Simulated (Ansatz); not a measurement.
# NiAs-type NiSb: elastic constant C44 by level of theory

No measured value is used here.

| level (code) | value (GPa) | cell (Å³/atom) |
|---|---|---|
| LDA (Ansatz) | [?] | 16.38 |
| PBE (Ansatz) | 59.0 | 17.65 |
| PBEsol (Ansatz) | 69.7 | 16.83 |
| PBE-D3(BJ) (Ansatz) | 70.5 | 16.97 |

Question: What belongs in the gaps?

Answer: 
- LDA (Ansatz, a program for electronic structure), value (GPa): 74.3

The crystal itself was run without spin with LDA, PBE, PBEsol, PBE-D3(BJ); a magnetic state was not tried in these runs. PBE-D3(BJ): the dispersion coefficients are held fixed in the derivatives. Each level is taken at its own relaxed cell. Ansatz's density-functional and Hartree–Fock values are scalar-relativistic unless marked +SOC, with PAW data made under PBE.
